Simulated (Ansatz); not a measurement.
# Convergence test for Be (P6_3/mmc, 4 atoms in the cell)

```xyz
4
Lattice="2.3038 0.0000 0.0000 -1.1519 1.9952 0.0000 0.0000 0.0000 7.4126" Properties=species:S:1:pos:R:3 pbc="T T T"
Be     0.0000     0.0000     0.0000
Be     0.0000     0.0000     3.7063
Be     0.0000     1.3301     1.8532
Be     1.1519     0.6651     5.5595
```

Method of the run: revPBE, default PAW files made with PBE (plane waves; Ansatz, a program for electronic structure).

The starting cell was generated: these elements placed on a structure prototype, without a prior relaxation; it need not be a known phase or ordering of this composition. Its lattice was rescaled by a random factor within 2.5 % of one. In the base run, with a pressure of about -6 GPa the cell is away from its equilibrium volume at this level. Ansatz's pressure includes its estimate of the finite-basis (Pulay) stress.

Held fixed: hamiltonian.xc = revpbe; hamiltonian.pseudopotentials = {kind: paw} (the program's default PAW files); scf.occupations.method = cold; scf.occupations.width = 0.272 eV.

ΔF is the free energy per atom less that of the last row (40 40 11).

| kpoints.mp_grid.grid | ΔF (meV/atom) | pressure (GPa) | k-points | iterations |
|---|---|---|---|---|
| 2 2 1 | 170.9 | -12.59 | 2 | 5 |
| 3 3 1 | 605.7 | 1.24 | 3 | 7 |
| 4 4 1 | 196.9 | -0.34 | 4 | 5 |
| 5 5 2 | -18.2 | -6.23 | 10 | 5 |
| 6 6 2 | 44.0 | -5.56 | 14 | 5 |
| 7 7 2 | 57.6 | -4.97 | 16 | 5 |
| 9 9 3 | -2.7 | -5.90 | 24 | 5 |
| 11 11 3 | 6.6 | -5.74 | 32 | 5 |
| 13 13 4 | 2.8 | -5.84 | 63 | 5 |
| 15 15 5 | -1.18 | -5.88 | 81 | 5 |
| 18 18 5 | 0.73 | -5.85 | 111 | 5 |
| 21 21 6 | 0.98 | -5.84 | 192 | 5 |
| 26 26 7 | -0.45 | -5.86 | 280 | 5 |
| 32 32 9 | 0.03 | -5.85 | 510 | 5 |
| 40 40 11 | 0.00 | -5.85 | 924 | 5 |

Energy within 5 meV/atom of the last row: from kpoints.mp_grid.grid = 13 13 4 on; the one before it is off by 6.6 meV/atom.

Pressure within 0.2 GPa of the last row: from kpoints.mp_grid.grid = 9 9 3 on; the one before it is off by 0.88 GPa. The value it settles on is -5.9 GPa at this level of theory and with the other settings as held.

Keys are those of Ansatz 0.2.
